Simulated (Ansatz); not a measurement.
The starting structures come from a database of crystals and need not be the phases stable at ambient conditions.

 Where the default PAW files enter, the runs use the earlier of Ansatz's two default sets.

Crystal: AlGaP2 (P-4m2, not sure to be the ambient phase, 4 atoms a cell, 20.4 Å³ an atom); planes in its conventional cell.

All values below come from PBEsol (plane waves, PAW; Ansatz, a quantum-chemistry and plane-wave program).

The gap is the functional's own. No spin-orbit coupling. Mid-gap values are interpolated on the energy grid.

| plane | area of the cell (Å²) | mid-gap κ (1/Å) | largest κ in the gap (1/Å) |
|---|---|---|---|
| (111) | 33.4 | 0.13 | 0.14 |
| (100) | 21.1 | ___ | ___ |
| (001) | 14.9 | ___ | ___ |
| (110) | 29.8 | 0.13 | 0.14 |

Question: The slowest decay depends on the direction. Supply the withheld values.

Answer: 
- (100), mid-gap κ (1/Å): 0.12
- (100), largest κ in the gap (1/Å): 0.12
- (001), mid-gap κ (1/Å): 0.16
- (001), largest κ in the gap (1/Å): 0.16
